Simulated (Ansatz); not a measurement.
Take AgCl in the rock salt structure (space group Fm-3m, No. 225; a = 5.447 Å) as the base.

The values are results of Kohn–Sham DFT with the PBEsol functional, run in Ansatz (a first-principles code) with PAW and 420 eV plane waves, no SOC, not measurements.

Strains are applied to the cell and any free atomic positions relax.

One change was made to it. Results:

```csv
quantity,base,after
pressure,0.0 kbar,18.5 kbar
energy relative to the base (free energy F),0 meV/atom,+3.4 meV/atom
width of the top valence band,2.56 eV,2.69 eV
```

Task: Name the change that was made.
A. isotropic strain +3.00 %
B. isotropic strain −1.00 %
C. isotropic strain −2.50 %
D. isotropic strain +1.00 %

Result: B, isotropic strain −1.00 %. For comparison, the pressure in the other runs: isotropic strain −2.50 % gives 52.5 kbar; isotropic strain +3.00 % gives -39.6 kbar; isotropic strain +1.00 % gives -15.6 kbar.

The levels and masses belong to the bands next to the band gap. No phonon test of stability was made.
